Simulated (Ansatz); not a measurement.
**A computed series for ScAl3: pressure series**

Consider ScAl3 in the Cu3Au type structure (space group Pm-3m, No. 221; a = 4.072 Å).

Cell and atoms are relaxed at each pressure.

Computed with plane-wave PAW DFT at the PBEsol level (Ansatz, a program for electronic structure, 420 eV), without spin-orbit coupling.

```json
[
 {"pressure (GPa)": "-2", "volume per atom (Å³/atom)": "17.268"},
 {"pressure (GPa)": "-1", "volume per atom (Å³/atom)": "?"},
 {"pressure (GPa)": "0", "volume per atom (Å³/atom)": "16.875"},
 {"pressure (GPa)": "3", "volume per atom (Å³/atom)": "16.369"},
 {"pressure (GPa)": "15", "volume per atom (Å³/atom)": "14.869"},
 {"pressure (GPa)": "30", "volume per atom (Å³/atom)": "13.630"},
 {"pressure (GPa)": "50", "volume per atom (Å³/atom)": "12.489"},
 {"pressure (GPa)": "75", "volume per atom (Å³/atom)": "11.482"},
 {"pressure (GPa)": "100", "volume per atom (Å³/atom)": "10.733"}
]
```

### Question
Fit the third-order Birch–Murnaghan form P(V) = (3B₀/2)[(V₀/V)^(7/3) − (V₀/V)^(5/3)]·[1 + (3/4)(B₀′ − 4)((V₀/V)^(2/3) − 1)] (squares taken in P) to the rows shown and predict the withheld row.

### Answer
Least squares on the printed values gives V₀ = 16.875 Å³/atom, B₀ = 93.6 GPa, B₀′ = 3.8; this predicts 17.060 Å³/atom, and the run gives 17.067 Å³/atom, 0.007 higher.

Load acts through the strain it causes; cell and atoms are relaxed under it. Stability against distortions was not tested. No other phases were tried under pressure. All final runs are without spin polarisation.
